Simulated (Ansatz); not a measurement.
The starting structures come from a database of crystals and need not be the phases stable at ambient conditions.

Tunnelling through a barrier is set by its complex band structure: the current falls as exp(−2κd) with the smallest κ.

Here is the system:

```xyz
16
Lattice="3.6175 0.0000 0.0000 0.0000 12.2354 0.0000 0.0000 0.0000 5.2260" Properties=species:S:1:pos:R:3 pbc="T T T"
Li     2.7131    11.0802     2.3843
Li     0.9044     1.1552     2.8417
Li     0.9044     7.2729     4.9973
Li     2.7131     4.9625     0.2287
C      2.7131     7.4733     2.0698
C      0.9044     4.7621     3.1562
C      0.9044    10.8799     4.6828
C      2.7131     1.3556     0.5432
S      2.7131     8.4075     3.3996
S      0.9044     3.8279     1.8264
S      0.9044     9.9457     0.7866
S      2.7131     2.2898     4.4394
N      2.7131     6.8167     1.0795
N      0.9044     5.4188     4.1465
N      0.9044    11.5365     3.6925
N      2.7131     0.6990     1.5335
```

The cell was relaxed by PBE-D3(BJ).

Transport runs along the normal of the first two printed cell vectors.

The gap is the functional's own. No spin-orbit coupling. Mid-gap values are those at the computed energy nearest the middle.

Give the band gap and the smallest decay constant κ at mid-gap that Ansatz (a first-principles code) with PBEsol yields.

Gap 3.34 eV on a 8×4×6 mesh; κ = 0.354 1/Å, at the zone centre.
